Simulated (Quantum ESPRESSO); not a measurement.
# Convergence study of the k-point mesh for Ag (Fm-3m, 1 atom in the cell)

```
Ag
1.0
    0.00000     2.05523     2.05523
    2.05523     0.00000     2.05523
    2.05523     2.05523     0.00000
Ag
1
Direct
  0.00000   0.00000   0.00000
```

Level of theory: PBE, SSSP 1.1.2 efficiency (PBE) pseudopotentials (plane waves; Quantum ESPRESSO 7.5).

Base settings: ecutwfc = 60 Ry; occupations = smearing; smearing = fd; degauss = 0.0073499 Ry; potentials = {Ag: Ag_ONCV_PBE-1.0.oncvpsp.upf}; K_POINTS = automatic 14 14 14 0 0 0; conv_thr = 1e-10 Ry.

The second cell is the first with its lattice scaled by 0.98.

Only quantities that move along the ladder and can be compared are tabulated.

The count of work is k-points × plane waves × bands × iterations; it is no time. 

The starting cell has typed, rounded lattice constants, without a prior relaxation at this level. Its lattice was rescaled by up to half a per cent.

```tsv
K_POINTS	free energy less the last step's (meV/atom)	energy of the compressed cell less the first (meV/atom)	pressure (GPa)	count of work / last
automatic 2 2 2 0 0 0	1913.85	191.22	23.92	0.0054
automatic 3 3 3 0 0 0	-333.07	17.44	-0.65	0.0071
automatic 4 4 4 0 0 0	174.70	45.54	3.39	0.013
automatic 6 6 6 0 0 0	60.68	44.02	3.31	0.025
automatic 8 8 8 0 0 0	26.20	42.40	3.04	0.052
automatic 10 10 10 0 0 0	11.95	40.40	2.77	0.084
automatic 12 12 12 0 0 0	3.55	39.45	2.65	0.13
automatic 14 14 14 0 0 0	-0.04	38.75	2.53	0.19
automatic 16 16 16 0 0 0	-1.51	38.79	2.53	0.26
automatic 20 20 20 0 0 0	-1.87	38.70	2.50	0.46
automatic 27 27 27 0 0 0	0.00	38.74	2.53	1.0
```

Coarsest K_POINTS that holds the free energy within 5 meV/atom of the last step, with all finer ones: automatic 12 12 12 0 0 0, at 0.13 of the last step's count of work; the step before is off by 12 meV/atom.

Coarsest K_POINTS that holds the pressure within 1 GPa of the last step, with all finer ones: automatic 4 4 4 0 0 0, at 0.013 of the last step's count of work; the step before is off by 3.2 GPa.

Coarsest K_POINTS that holds the energy of the compressed cell less the first within 1 meV/atom of the last step, with all finer ones: automatic 12 12 12 0 0 0, at 0.13 of the last step's count of work; the step before is off by 1.7 meV/atom.
